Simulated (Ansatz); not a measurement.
Base system: Se (space group P3_121, No. 152; a = 4.535 Å, c = 5.041 Å; made of chains).

Method: PBE (Ansatz, an electronic-structure program, PAW, spin-orbit coupling left out).

For the base:

The gap between the host's bands is 1.04 eV and the gap character comes out as indirect, L → H.

It is then changed as follows: hole doping at 3.0×10^21 cm⁻³ (0.269 per cell), with a uniform compensating background at fixed cell and a 300 K Fermi–Dirac width.

Estimate the effect on the Fermi level from band edge.

The Fermi level relative to the doped band's edge (positive inside the band; to 0.05 eV) comes out as +0.25 eV.

What happens to the gap between the host's bands?

The gap between the host's bands increases by 0.03 eV (1.04 eV → 1.07 eV).

What does the calculation give for the gap character after the change?

The gap character is still indirect, L → H.

Charged cell with a jellium background: band edges are those of the host's band count, energies are not comparable with the neutral cell, and many-body gap narrowing is missing. Stability against distortions was not tested. No dispersion term is included, though the crystal is made of layers, chains or molecules, so its spacings can come out too wide.
